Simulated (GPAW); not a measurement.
A self-consistent single point of Ir3Os (Pm-3m, 4 atoms in the cell) with GPAW

Method: PBEsol, GPAW PAW datasets PBEsol (made by gpaw-setup) (plane waves; GPAW).

Input as run:

```python
from ase import Atoms
from ase.units import GPa
from gpaw import GPAW, PW, FermiDirac

atoms = Atoms(['Os', 'Ir', 'Ir', 'Ir'],
              cell=[[3.848070, 0.000000, 0.000000],
                    [0.000000, 3.848070, 0.000000],
                    [0.000000, 0.000000, 3.848070]],
              scaled_positions=[[0.000000, 0.000000, 0.000000],
                                [0.000000, 0.500000, 0.500000],
                                [0.500000, 0.000000, 0.500000],
                                [0.500000, 0.500000, 0.000000]],
              pbc=True)

calc = GPAW(mode=PW(600),
            xc='PBEsol',
            kpts=(11, 11, 11),
            occupations=FermiDirac(0.1),
            nbands=-10,
            convergence={'density': 1e-05},
            symmetry={'symmorphic': False, 'tolerance': 0.0005},
            maxiter=150,
            txt='-')

atoms.calc = calc

energy = atoms.get_potential_energy()
print('Energy (eV):', round(energy, 6))
forces = atoms.get_forces()
print('Forces (eV/Ang):')
print(forces.round(5))
stress = atoms.get_stress()
print('Stress (GPa, Voigt):', (stress / GPa).round(4))
```

Output, abridged:

```
Input parameters:
  convergence: {density: 1e-05}
  kpts: [11 11 11]
  maxiter: 150
  mode: {ecut: 600.0,
         name: pw}
  nbands: -10
  occupations: {fixmagmom: False,
                name: fermi-dirac,
                width: 0.1}
  symmetry: {symmorphic: False,
             tolerance: 0.0005}
  xc: PBEsol

species:
  Os:
    name: Osmium
    Z: 76.0
    valence: 14
    core: 62
    charge: 0.0
    file: Os.PBEsol.gz

    # Using partial waves for Os as LCAO basis

  Ir:
    name: Iridium
    Z: 77.0
    valence: 15
    core: 62
    charge: 0.0
    file: Ir.PBEsol.gz

    # Using partial waves for Ir as LCAO basis

Reference energy: -1921833.371738  # eV

Spin-paired calculation

Convergence criteria:
 Maximum [total energy] change in last 3 cyles: 0.0005 eV / valence electron
 Maximum integral of absolute [dens]ity change: 1e-05 electrons / valence electron
 Maximum integral of absolute [eigenst]ate change: 4e-08 eV^2 / valence electron
 Maximum number of scf [iter]ations: 150

Symmetries present (total): 48
Symmetries with fractional translations: 0
1331 k-points: 11 x 11 x 11 Monkhorst-Pack grid
56 k-points in the irreducible part of the Brillouin zone
       k-points in crystal coordinates                weights
   0:     0.00000000    0.00000000    0.00000000          1/1331
   1:     0.09090909    0.00000000    0.00000000          6/1331
   2:     0.09090909    0.09090909    0.00000000         12/1331
   [... 7 lines left out ...]
          ...
  55:     0.45454545    0.45454545    0.45454545          8/1331

Wave functions: Plane wave expansion
  Cutoff energy: 600.000 eV
  Number of coefficients (min, max): 1880, 1935
  Pulay-stress correction: 0.000000 eV/Ang^3 (de/decut=0.000000)

Occupation numbers: Fermi-Dirac:
  width: 0.1000  # eV

Eigensolver

Densities:
  Coarse grid: 24*24*24 grid
  Fine grid: 48*48*48 grid
  Total Charge: 0.000000

Density mixing:
  Method: separate
  Backend: pulay
  Linear mixing parameter: 0.05
  old densities: 5
  Damping of long wavelength oscillations: 50

Hamiltonian:
  XC and Coulomb potentials evaluated on a 48*48*48 grid
  External potential:
    NoExternalPotential

XC parameters: PBEsol with 2 nearest neighbor stencil

Number of atoms: 4
Number of atomic orbitals: 48
Number of bands in calculation: 39
Number of valence electrons: 59
Bands to converge: occupied

Density initialized from atomic densities
  39 bands from LCAO basis set

Atomic positions and initial magnetic moments

Positions:
   0 Os     0.000000    0.000000    0.000000    ( 0.0000,  0.0000,  0.0000)
   1 Ir     0.000000    1.924035    1.924035    ( 0.0000,  0.0000,  0.0000)
   2 Ir     1.924035    0.000000    1.924035    ( 0.0000,  0.0000,  0.0000)
   3 Ir     1.924035    1.924035    0.000000    ( 0.0000,  0.0000,  0.0000)

Unit cell:
           periodic     x           y           z      points  spacing
  1. axis:    yes    3.848070    0.000000    0.000000    24     0.1603
  2. axis:    yes    0.000000    3.848070    0.000000    24     0.1603
  3. axis:    yes    0.000000    0.000000    3.848070    24     0.1603

  Lengths:   3.848070   3.848070   3.848070
  Angles:   90.000000  90.000000  90.000000

Effective grid spacing dv^(1/3) = 0.1603

     iter     time        total  log10-change:
                         energy   eigst   dens
iter:   1 --:--:--   -43.382891
iter:   2 --:--:--   -43.422998   -0.91  -1.52
iter:   3 --:--:--   -44.876925   -1.35  -1.51
iter:   4 --:--:--   -43.156214   -0.82  -1.26
iter:   5 --:--:--   -43.170446   -2.47  -2.01
iter:   6 --:--:--   -43.222030   -3.17  -1.98
iter:   7 --:--:--   -43.264481   -3.61  -1.91
iter:   8 --:--:--   -43.098099   -1.75  -1.91
iter:   9 --:--:--   -43.122693   -2.92  -2.51
iter:  10 --:--:--   -43.087821   -2.86  -2.31
iter:  11 --:--:--   -43.089656   -4.49  -2.93
iter:  12 --:--:--   -43.091795c  -3.14  -2.71
iter:  13 --:--:--   -43.087916c  -3.44  -2.65
iter:  14 --:--:--   -43.087244c  -4.61  -3.01
iter:  15 --:--:--   -43.087283c  -5.79  -3.32
iter:  16 --:--:--   -43.087518c  -4.52  -3.37
iter:  17 --:--:--   -43.087197c  -5.04  -3.33
iter:  18 --:--:--   -43.087196c  -6.41  -4.44
iter:  19 --:--:--   -43.087201c  -7.87c -4.67
iter:  20 --:--:--   -43.087201c  -9.56c -4.76
iter:  21 --:--:--   -43.087201c  -9.66c -4.76
iter:  22 --:--:--   -43.087201c -10.08c -4.74
iter:  23 --:--:--   -43.087201c  -9.45c -4.74
iter:  24 --:--:--   -43.087199c  -8.15c -4.75
   [... 2 lines left out ...]
iter:  27 --:--:--   -43.087201c  -9.39c -4.74
iter:  28 --:--:--   -43.087201c  -8.39c -4.74
iter:  29 --:--:--   -43.087201c  -9.54c -4.90
iter:  30 --:--:--   -43.087201c  -9.88c -4.92
iter:  31 --:--:--   -43.087202c  -8.62c -4.96
iter:  32 --:--:--   -43.087202c  -9.73c -5.32c

Converged after 32 iterations.

Dipole moment: (-0.000000, -0.000000, -0.000000) |e|*Ang

Energy contributions relative to reference atoms: (reference = -1921833.371738)

Kinetic:         +1.457261
Potential:       -2.473350
External:        +0.000000
XC:             -41.093896
Entropy (-ST):   -0.116091
Local:           -0.919171
SIC:             +0.000000
--------------------------
Free energy:    -43.145247
Extrapolated:   -43.087202

Showing only first 2 kpts
 Kpt  Band  Eigenvalues  Occupancy
  0    27     16.23598    0.00000
  0    28     16.23598    0.00000
  0    29     16.23598    0.00000
  0    30     16.54558    0.00000

  1    27     15.93249    0.00003
  1    28     16.13022    0.00000
  1    29     16.14578    0.00000
  1    30     16.23643    0.00000

Fermi level: 14.81193

No gap
No difference between direct/indirect transitions
Energy (eV): -43.087202

Forces in eV/Ang:
  0 Os    0.00000    0.00000    0.00000
  1 Ir    0.00000   -0.00000    0.00000
  2 Ir    0.00000    0.00000    0.00000
  3 Ir    0.00000    0.00000    0.00000

Stress tensor:
     0.049188     0.000000     0.000000
     0.000000     0.049188     0.000000
     0.000000     0.000000     0.049188
Stress (GPa, Voigt): [7.8808 7.8808 7.8808 0.     0.     0.    ]
```

The run converged in 32 iterations. GPAW prints stress with tension positive.

The starting cell comes from a database of computed structures (which also holds hypothetical and non-ambient phases and stackings), without a prior relaxation at this level. Spin-orbit coupling is off. Spin polarisation is off. With a pressure of about -8 GPa the cell is away from its equilibrium volume at this level.

Cost on one core of a shared machine: roughly 2 min.
